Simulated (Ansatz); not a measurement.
Take WGe$_{2}$ (space group Fm-3m, No. 225; a = 6.049 Å; a hypothetical phase, not in the database extracts checked) as the base.

The change: every W is replaced by Cr, then cell and atoms are relaxed.

Levels (all Ansatz, an electronic-structure program, PAW, earlier PAW set): PBEsol (420 eV, no spin-orbit coupling); r2SCAN (500 eV, without spin-orbit coupling).

The geometry is relaxed with PBEsol.

```
Property                            Value
--------------------------  -------------
PBEsol largest site moment        2.70 μB
PBEsol magnetic state       ferromagnetic
PBEsol pressure                   0.0 GPa
```

Problem. How does going to r2SCAN change the largest site moment, magnetic state and pressure?

Solution. The largest site moment grows by 0.38 μB (2.70 μB → 3.08 μB); the magnetic state is still ferromagnetic; the pressure goes from zero to 4.3 GPa.

Other magnetic orders, which the real material may have, were not ruled out. Single points use the geometry relaxed with PBEsol. Their cutoffs differ, which shifts pressures a little. Stability against distortions was not tested. As relaxed here, CrGe2 is a hypothetical phase, not in the database extracts checked. Spin-polarised in the final run: PBEsol CrGe2 and r2SCAN CrGe2; the other runs are not. WGe2 has a high density of states at the Fermi level and may be magnetic at this level.
